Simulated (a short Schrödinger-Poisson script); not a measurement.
## Symmetric double-gate stack, SiO2 on p-type Si(110)

System: symmetric double-gate stack, SiO2 on p-type Si(110), at 300 K.

```
layer  material  thickness (nm)  Na (cm⁻³)
-----  --------  --------------  ---------
1          SiO2             1.1          -
2            Si               5       5e15
3          SiO2             1.1          -
```

The device is made up for the run: typed textbook-type constants, with dimensions and the other settings drawn at random. SiO2: permittivity 3.9, conduction-band edge (eV) 3.15, gap (eV) 9, electron mass (mₑ) 0.5. Si: permittivity 11.7, conduction-band edge (eV) 0, gap (eV) 1.124, Nv at 300 K (cm⁻³) 3.1e19.

Channel valleys (confinement mass, in-plane density-of-states mass, number): Δ4 0.315, 0.324, 4; Δ2 0.19, 0.417, 2. At the gates, both at one voltage, the conduction-band edge of layer 1 lies 3.55 eV − eVg above the Fermi level of the channel. Gaps are held at their typed values at every temperature. Mesh 0.03 nm at interfaces.

From a short Schrödinger-Poisson script (our own, NumPy): 1D Poisson equation in equilibrium, electrons quantum, Hartree (BenDaniel-Duke, 12 states a valley, the channel's in-plane mass for all, wave functions free to enter the dielectric), parabolic valleys, classical holes, full ionisation, no traps, pinning or gate leakage.

```tsv
Vg (V)	electrons (cm⁻²)	C (μF/cm²)	Δ4 E0 (meV)	Δ4 E1 (meV)	Δ2 E0 (meV)	Δ2 E1 (meV)
0.1	3.63e7	< 0.003	339.7	458.4	358.7	535.8
0.15	2.51e8	< 0.003	289.7	408.4	308.7	485.8
0.2	1.73e9	0.0109	239.7	358.5	258.8	435.9
0.25	1.18e10	0.0734	190.1	308.8	209.1	386.2
0.3	7.48e10	0.426	142.4	260.9	161.4	338.3
0.35	3.51e11	1.47	102.3	220.1	121.2	297.4
0.4	9.88e11	2.57	75.2	191.3	94.0	268.3
0.45	1.90e12	3.22	57.8	171.6	76.4	248.2
0.5	2.96e12	3.58	45.7	156.8	64.1	233.0
0.55	4.12e12	3.80	36.6	144.9	54.8	220.6
0.6	5.32e12	3.94	29.3	134.7	47.3	209.9
0.65	6.57e12	4.05	23.2	125.7	41.0	200.4
0.7	7.85e12	4.14	18.0	117.5	35.5	191.8
0.75	9.15e12	4.21	13.3	110.0	30.7	183.9
0.8	1.05e13	4.27	9.1	103.0	26.4	176.5
0.85	1.18e13	4.33	5.4	96.5	22.5	169.5
0.9	1.32e13	4.38	1.9	90.4	18.9	163.0
0.95	1.46e13	4.42	-1.4	84.5	15.6	156.8
1	1.59e13	4.47	-4.4	79.0	12.5	150.8
1.05	1.73e13	4.51	-7.2	73.7	9.6	145.2
1.1	1.88e13	4.54	-9.9	68.7	6.9	139.8
```

Subbands count from the Fermi level. The capacitance is that of both gates.
